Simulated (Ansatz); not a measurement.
Consider a periodic stack without vacuum, fluorite-type CoSi2 (0 0 1) on Si0.875Ge0.125, ordered (0 0 1), Al on 1 of 2 substrate sites at each interface (film strained to the substrate, started from cuts of the bulks and a machine-learned relaxation): substrate slab Ge2Si18Al2, film Co8Si16, surface cells [[0, 1], [-1, 0]] and [[0, -1], [2, 1]], film strained by +2.6 and +2.6 %, outermost planes Si/Si and Si/Co as cut, which need not be the usual terminations and can put a slab off its formula. Its start:

```yaml
crystal:
  lattice:
    - [5.50034, 0.00000, 0.00613]
    - [0.00000, 5.50034, 0.05822]
    - [0.03311, 2.14464, 25.89463]
  atoms:
    - { symbol: Ge, position: [0.06400, 0.93700, 0.17009] }
    - { symbol: Si, position: [0.56322, 0.43671, 0.17151] }
    - { symbol: Al, position: [0.45680, 0.62506, 0.01909] }
    - { symbol: Si, position: [0.91092, 0.17002, 0.01806] }
    - { symbol: Si, position: [0.57481, 0.99565, 0.06393] }
    - { symbol: Si, position: [0.06362, 0.48548, 0.06384] }
    - { symbol: Si, position: [0.80733, 0.70452, 0.11671] }
    - { symbol: Si, position: [0.32116, 0.21850, 0.11675] }
    - { symbol: Ge, position: [0.06504, 0.83920, 0.38433] }
    - { symbol: Si, position: [0.56581, 0.33956, 0.38177] }
    - { symbol: Si, position: [0.31462, 0.66013, 0.22445] }
    - { symbol: Si, position: [0.81019, 0.16465, 0.22445] }
    - { symbol: Si, position: [0.56265, 0.88850, 0.27696] }
    - { symbol: Si, position: [0.06242, 0.38843, 0.27697] }
    - { symbol: Si, position: [0.81178, 0.61389, 0.32944] }
    - { symbol: Si, position: [0.31397, 0.11618, 0.32939] }
    - { symbol: Si, position: [0.33070, 0.55271, 0.43772] }
    - { symbol: Si, position: [0.80692, 0.07853, 0.43736] }
    - { symbol: Si, position: [0.57538, 0.78566, 0.49015] }
    - { symbol: Si, position: [0.07213, 0.28528, 0.49074] }
    - { symbol: Al, position: [0.93159, 0.61920, 0.54338] }
    - { symbol: Si, position: [0.25981, 0.94594, 0.53728] }
    - { symbol: Co, position: [0.59544, 0.10114, 0.77576] }
    - { symbol: Co, position: [0.09380, 0.59625, 0.77586] }
    - { symbol: Co, position: [0.09382, 0.12920, 0.67634] }
    - { symbol: Co, position: [0.58709, 0.65036, 0.67128] }
    - { symbol: Co, position: [0.59735, 0.01325, 0.97688] }
    - { symbol: Co, position: [0.08802, 0.50399, 0.97702] }
    - { symbol: Co, position: [0.09592, 0.05335, 0.87539] }
    - { symbol: Co, position: [0.59432, 0.55702, 0.87477] }
    - { symbol: Si, position: [0.84177, 0.37746, 0.72634] }
    - { symbol: Si, position: [0.34625, 0.87201, 0.72825] }
    - { symbol: Si, position: [0.34890, 0.37724, 0.72771] }
    - { symbol: Si, position: [0.84477, 0.86843, 0.72726] }
    - { symbol: Si, position: [0.32411, 0.41745, 0.63155] }
    - { symbol: Si, position: [0.81490, 0.95423, 0.62700] }
    - { symbol: Si, position: [0.84730, 0.40805, 0.63012] }
    - { symbol: Si, position: [0.37253, 0.96630, 0.62432] }
    - { symbol: Si, position: [0.84380, 0.28273, 0.92598] }
    - { symbol: Si, position: [0.34235, 0.78485, 0.92625] }
    - { symbol: Si, position: [0.35090, 0.27733, 0.93036] }
    - { symbol: Si, position: [0.84827, 0.77320, 0.93035] }
    - { symbol: Si, position: [0.34562, 0.32633, 0.82785] }
    - { symbol: Si, position: [0.84546, 0.82601, 0.82723] }
    - { symbol: Si, position: [0.84632, 0.32385, 0.82713] }
    - { symbol: Si, position: [0.34616, 0.82496, 0.82726] }
```

The start was prepared with a machine-learned potential, and the result is one local minimum, with the in-plane cell held and forces under 0.04 eV/Å; the film can end far from its bulk form.

All values below come from PBE (plane waves to 420 eV, PAW; Ansatz, a quantum-chemistry and plane-wave program). No spin–orbit coupling; the runs are not spin-polarised; PBE gaps are too small against experiment. Its k-point mesh 5×5×1, Fermi–Dirac width 0.05 eV.

Question: Predict the relaxed interface.

Answer: 
* **interface area**: 30.3 Å²
* **period**: 25.99 Å
* **gaps between the outermost planes at the two interfaces**: 1.96 and 1.10 Å
* **Co–Si contacts across the interfaces within 1.22 times the sum of covalent radii**: 4, mean 2.36 Å
* **Al–Si contacts across the interfaces within 1.22 times the sum of covalent radii**: 2, mean 2.55 Å
* **Al–Co contacts across the interfaces within 1.22 times the sum of covalent radii**: 2, mean 2.42 Å
* **Si–Si contacts across the interfaces within 1.22 times the sum of covalent radii**: 2, mean 2.43 Å
